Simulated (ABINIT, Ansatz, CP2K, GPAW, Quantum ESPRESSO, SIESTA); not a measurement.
**One structure in several programs: Cd2SeS (P3m1, 4 atoms in the cell)**

Self-consistent single point, at a second geometry (lattice scaled by 0.98). First geometry:

```xyz
4
Lattice="4.2972 0.0000 0.0000 -2.1486 3.7215 0.0000 0.0000 0.0000 7.0072" Properties=species:S:1:pos:R:3 pbc="T T T"
Cd     0.0000     0.0000     3.4351
Cd     0.0000     2.4810     0.0675
Se     0.0000     2.4810     4.3847
S      0.0000     0.0000     0.8575
```

Shared settings, as Ansatz (a program for electronic structure) writes them: kpoints.mp_grid.grid = 6 6 3; scf.occupations.method = fermi_dirac; scf.occupations.width = 0.01 eV. Potentials and cutoffs stand in the table.

| code | model | ΔF from the first geometry (meV/atom) | pressure (GPa) | largest force (eV/Å) | gap on the mesh (eV) | cutoff |
|---|---|---|---|---|---|---|
| Ansatz | PBEsol, PAW files made with PBE | -15.7 | 0.03 | 0.059 | 0.688 | default |
| GPAW | PBEsol, GPAW PAW datasets PBEsol (made by gpaw-setup) | -17.5 | -0.15 | 0.058 | 0.678 | 600 eV |
| CP2K | PBEsol, GPW, DZVP-MOLOPT-SR-GTH basis, GTH-PBE potentials (GTH_POTENTIALS) | -1.3 | 1.58 | 0.075 | 0.644 | grid 500 Ry |
| ABINIT | PBEsol, PAW (JTH v2.0 PBE PAW, files made for PBE) | -14.9 | 0.13 | 0.063 | 0.674 | 21 Ha |
| SIESTA | GGA PBEsol, numerical atomic orbitals DZP, PseudoDojo PBEsol standard norm-conserving potentials (rewritten from UPF to PSML) | -37.1 | -1.84 | 0.190 | 0.959 | grid 300 Ry |
| Quantum ESPRESSO | PBEsol, GBRV 1.5 ultrasoft (PBESOL) pseudopotentials | -13.1 | 0.12 | 0.060 | 0.660 | 40 Ry |

Size of the force on each atom (eV/Å): Sizes of forces hide their directions.

| code | Cd1 | Cd2 | Se3 | S4 |
|---|---|---|---|---|
| Ansatz | 0.059 | 0.045 | 0.048 | 0.033 |
| GPAW | 0.058 | 0.044 | 0.045 | 0.028 |
| CP2K | 0.070 | 0.045 | 0.075 | 0.049 |
| ABINIT | 0.063 | 0.050 | 0.051 | 0.039 |
| SIESTA | 0.190 | 0.144 | 0.139 | 0.066 |
| Quantum ESPRESSO | 0.060 | 0.043 | 0.052 | 0.036 |

Gaps are read on the mesh.

The spread over the programs that give each value: ΔF from the first geometry within 35.8 meV/atom; pressure within 3.42 GPa; largest force within 0.132 eV/Å; gap on the mesh within 0.315 eV.

CP2K and SIESTA use small atom-centred bases, whose incompleteness enters pressures, forces and empty levels differently from a plane-wave cutoff. Ansatz's pressure is given at a fixed set of plane waves, as the other plane-wave codes print theirs. In the pressure, CP2K (by 1.51) and SIESTA (by 1.92) lie more than 1 GPa from the median of the plane-wave programs. In the gap, SIESTA (by 0.283) lies more than 0.12 eV from the median of the plane-wave programs. In the force vectors, SIESTA (by 0.130) lies more than 0.08 eV/Å from the median of the plane-wave programs.

The starting cell comes from a database of computed structures (which also holds hypothetical and non-ambient phases and stackings), without a prior relaxation at this level. Its lattice was rescaled by a random factor within 2.5 % of one. For this run, on top of that: lattice scaled by 0.98.

Keys are those of Ansatz 0.2.
